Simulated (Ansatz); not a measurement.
Cells marked so need not be the phases stable at ambient conditions, and some may be hypothetical.

By PBEsol, each system below comes out a metal.

G/A = (e²/h) × open channels of both spins per area, as a mean over 0.1 eV about the Fermi level, without spin-orbit coupling, for the cells as given.

A. Cs (Fm-3m, fcc (Cu type), not sure to be the ambient phase, 1 atom a cell, 123.1 Å³ an atom), current normal to (111)
B. Zn (P6_3/mmc, hcp (Mg type), 2 atoms a cell, 14.4 Å³ an atom), current normal to (110)
C. Mo (Im-3m, bcc (W type), 1 atom a cell, 15.9 Å³ an atom, -9 GPa at this level), current normal to (001)

### Question
Rank these by ballistic conductance per area (lowest first), as PBEsol in Ansatz (a quantum-chemistry and plane-wave program) gives it.

### Answer
A (0.23 × 10¹⁵ S/m²), B (0.78 × 10¹⁵ S/m²), C (1.2 × 10¹⁵ S/m²)
